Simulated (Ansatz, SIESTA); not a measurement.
# Code comparison for Y2NiRu3 (R-3m, 6 atoms in the cell)

Self-consistent single point.

```xyz
6
Lattice="2.5696 1.4835 4.2713 -2.5696 1.4835 4.2713 0.0000 -2.9671 4.2713" Properties=species:S:1:pos:R:3 pbc="T T T"
Y      0.0000     0.0000     1.5766
Y      0.0000     0.0000    11.2372
Ni     0.0000     0.0000     6.4069
Ru    -1.2848    -0.7418     4.2713
Ru     1.2848    -0.7418     4.2713
Ru     0.0000     1.4835     4.2713
```

Shared settings, as Ansatz (a quantum-chemistry and plane-wave program) writes them: kpoints.mp_grid.grid = 5 5 5; scf.occupations.method = fermi_dirac; scf.occupations.width = 0.136 eV. Potentials and cutoffs stand in the table.

```
code                                                                                                                       model  pressure (GPa)  largest force (eV/Å)       cutoff
------  ------------------------------------------------------------------------------------------------------------------------  --------------  --------------------  -----------
Ansatz                                                                                       LDA (PW92), PAW files made with PBE           -0.82                 0.080      default
SIESTA  LDA PW92, numerical atomic orbitals DZP, PseudoDojo LDA standard norm-conserving potentials (rewritten from UPF to PSML)           -0.98                 0.078  grid 350 Ry
```

On Ansatz's run: spin polarisation is off.

The spread over the programs that give each value: pressure within 0.16 GPa; largest force within 0.002 eV/Å.

SIESTA uses small atom-centred bases, whose incompleteness enters pressures, forces and empty levels differently from a plane-wave cutoff. Ansatz's pressure is given at a fixed set of plane waves, as the other plane-wave codes print theirs; with its correction for the finite basis it is -0.72 GPa.

The starting cell comes from a database of computed structures (which also holds hypothetical and non-ambient phases and stackings), without a prior relaxation at this level. Its lattice was rescaled by a random factor within 2.5 % of one.

Keys are those of Ansatz 0.2.
